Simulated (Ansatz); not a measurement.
Checking a run of Ansatz (a quantum-chemistry and plane-wave program) on SrB2 (I4/mcm, 6 atoms in the cell). The aim is a self-consistent single point with DFT, revPBE, plane waves, default PAW files made with PBE.

Cell that was meant: a = 7.4429 Å, b = 7.4429 Å, c = 7.4429 Å, α = 104.16°, β = 104.16°, γ = 120.72°.

Part of the input:

Ansatz 0.2 input:
```yaml
    - { symbol: B, position: [0.842000, 0.342000, 0.184000] }
    - { symbol: Sr, position: [0.750000, 0.750000, 0.000000] }
    - { symbol: Sr, position: [0.250000, 0.250000, 0.000000] }
basis:
  ecutrho_ratio: 1
kpoints:
  mp_grid:
    grid: [3, 3, 3]
```

Output (repeated stretches shortened):

```
WARN basis.ecutwfc = 420 eV, the default
WARN basis.ecutrho_ratio = 1 (ecutrho = 420 eV) is below the records' recommended cutoff
   [... lines left out ...]
PAW frozen core: Sr, regenerated for the run's functional, and the local potential with it
Initial density: superposition of atomic densities (neutral atoms: chi_scale 0, normalization atom), corrected by the library's trained network
Initial wavefunctions: pseudopotential atomic-orbital guess
Eigensolver: davidson
Functional: x = revpbe(κ = 1.245, μ = 0.2195149727645171), c = pbe(β = 0.06672455060314922)
SCF iter   1: F=—  HF=-7705.938377 eV  |F-HF|=—  |Δ(HF+E_count)|=         —  Δρ=5.48e-3  dr2=7.73e-2  ethr=1.77e-3  ⟨swp⟩=9.0  Hψ=814  notcnv=0
all-band conjugate gradients solve this SCF's bands
preconditioner: auto → LDOS
SCF iter   2: F=—  HF=-7706.003682 eV  |F-HF|=—  |Δ(HF+E_count)|=   6.53e-2  S|Δr|=    0.00e0  Δρ=1.24e-3  dr2=6.27e-3  ethr=2.42e-4  ⟨swp⟩=2.0  Hψ=312  notcnv=0
   [... lines left out ...]
SCF iter   7: F=—  HF=-7706.011795 eV  |F-HF|=—  |Δ(HF+E_count)|=   7.83e-6  S|Δr|=    0.00e0  Δρ=2.84e-5  dr2=2.18e-6  ethr=3.30e-8  ⟨swp⟩=2.2  Hψ=228  notcnv=0
SCF iter   8: F=—  HF=-7706.011800 eV  |F-HF|=—  |Δ(HF+E_count)|=   4.45e-6  S|Δr|=    0.00e0  Δρ=1.17e-5  dr2=3.68e-7  ethr=6.81e-9  ⟨swp⟩=3.0  Hψ=262  notcnv=0
SCF iter   9: F=-7706.011800 eV  HF=-7706.011800 eV  |F-HF|=2.29e-8  |Δ(HF+E_count)|=   3.33e-7  S|Δr|=    0.00e0  Δρ=2.36e-6  dr2=1.35e-8  ethr=3.13e-10  ⟨swp⟩=7.5  Hψ=728  notcnv=0
SCF 1 converged in 9 iterations: F = -7706.011800 eV  dr2 = 1.35e-8
Stability not checked (fill_not_monotonic)
Free energy (F): -7706.011800 eV
Internal energy: -7706.013233 eV  (E = F + TS)
E sigma→0 (E₀):  -7706.012278 eV
Entropy (-TS):   0.001433 eV (0.239 meV/atom)
Fermi energy:    0.680399 eV
--- Forces (eV/Å), atoms counted from 1 ---
  atom   1  B      0.23687251     0.23687251     0.00000000
  atom   2  B      0.23687251    -0.23687251    -0.00000000
  atom   3  B     -0.23687251     0.23687251     0.00000000
   [... lines left out ...]
  P = ⅓ Tr σ = -1.5778 GPa (-15.778 kbar)
  The stress holds the Pulay correction, which leaves out the density cutoff's part. Without it, at fixed plane waves, as pw.x and ABINIT print it …
settings of this run that can trade accuracy for cost: basis.ecutrho_ratio < 4. Do not mix this run's numbers with those of runs without the same settings …
```

### Question
Is anything amiss in this input, and did it matter?

### Answer
The run is not sound. The fault is a density cutoff or grid that is too coarse. The density and potential grid has to resolve products of orbitals and any augmentation charge. To fix it, restore the density cutoff. The run converged in 9 iterations without an error; against the sound input the free energy falls by 139 meV/atom, the pressure goes from -3.95 to -1.58 GPa and the largest force goes from 0.320 to 0.335 eV/Å. The full log also holds (shortened here): “WARN basis.ecutrho_ratio = 1 (ecutrho = 420 eV) is below the records' recommended cutoff”. At a fixed set of plane waves, without the program's Pulay estimate, the pressure is -1.72 GPa against -3.96 GPa.

The sound input it was made from differs as follows (other fixes are possible):
```diff
-basis:
-  ecutrho_ratio: 1
```

With that input, the run converged in 8 iterations: free energy E − TS (on the zero of these files) -7705.1798 eV; Fermi level (on the code's own zero) 0.60 eV; pressure -3.95 GPa; largest force (vector length) 0.320 eV/Å (DFT, revPBE, plane waves, default PAW files made with PBE).

On the sound input: the starting cell was generated: these elements placed on a structure prototype, without a prior relaxation; it need not be a known phase or ordering of this composition. With a pressure of about -4 GPa the cell is away from its equilibrium volume at this level. Ansatz's pressure includes its estimate of the finite-basis (Pulay) stress.
